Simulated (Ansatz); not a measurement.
**GaSe: isotropic strain −0.94 %**

Start from GaSe in the beta-GaS type structure (space group P6_3/mmc, No. 194; a = 3.769 Å, c = 15.964 Å; layered, stacked along the Cartesian z axis).

Modification: an isotropic linear strain of −0.94 %; the atoms relax in the strained cell.

Computed with Kohn–Sham DFT with the PBE-D3(BJ) functional, run in Ansatz (an electronic-structure program) with PAW and 420 eV plane waves, without spin-orbit coupling, earlier PAW set. Γ-centred 10×10×2 mesh, Fermi–Dirac width 0.05 eV.

```json
[
 {"quantity": "volume per atom", "base": "24.55 Å³", "changed": "23.87 Å³", "shift": "-0.686 Å³"},
 {"quantity": "space group", "base": "P6_3/mmc (No. 194)", "changed": "P6_3/mmc (No. 194)", "shift": "–"},
 {"quantity": "shortest interatomic distance", "base": "2.444 Å", "changed": "2.435 Å", "shift": "-0.009 Å"},
 {"quantity": "energy relative to the base (free energy F)", "base": "0 meV/atom", "changed": "+2.2 meV/atom", "shift": "+2.2 meV/atom"},
 {"quantity": "pressure (mean of the normal stresses, compression positive)", "base": "0.00 GPa", "changed": "1.05 GPa", "shift": "+1.05 GPa"},
 {"quantity": "band gap", "base": "0.87 eV", "changed": "0.99 eV", "shift": "+0.126 eV"},
 {"quantity": "smallest direct gap", "base": "0.87 eV", "changed": "1.00 eV", "shift": "+0.13 eV"},
 {"quantity": "width of the top valence band", "base": "2.25 eV", "changed": "2.28 eV", "shift": "+0.038 eV"},
 {"quantity": "hole mass", "base": "0.082 mₑ along c, 1.5 mₑ across (at Γ)", "changed": "0.084 mₑ along c, 1.5 mₑ across (at Γ)", "shift": "–"},
 {"quantity": "valence-band top at Γ (three highest levels, from the VBM)", "base": "0.00, -1.20, -1.20 eV", "changed": "0.00, -1.14, -1.14 eV", "shift": "–"},
 {"quantity": "valley order (the lowest conduction-band minima on the path, energy above the VBM, named in the base's zone)", "base": "Γ 0.87 eV; M (1/2, 0, 0) 1.02 eV; K (1/3, 1/3, 0) 1.43 eV", "changed": "M (1/2, 0, 0) 0.99 eV; Γ 1.00 eV; K (1/3, 1/3, 0) 1.31 eV", "shift": "–"}
]
```

Effective masses come from finite differences of ±0.01 Å⁻¹. Stability against distortions was not tested.
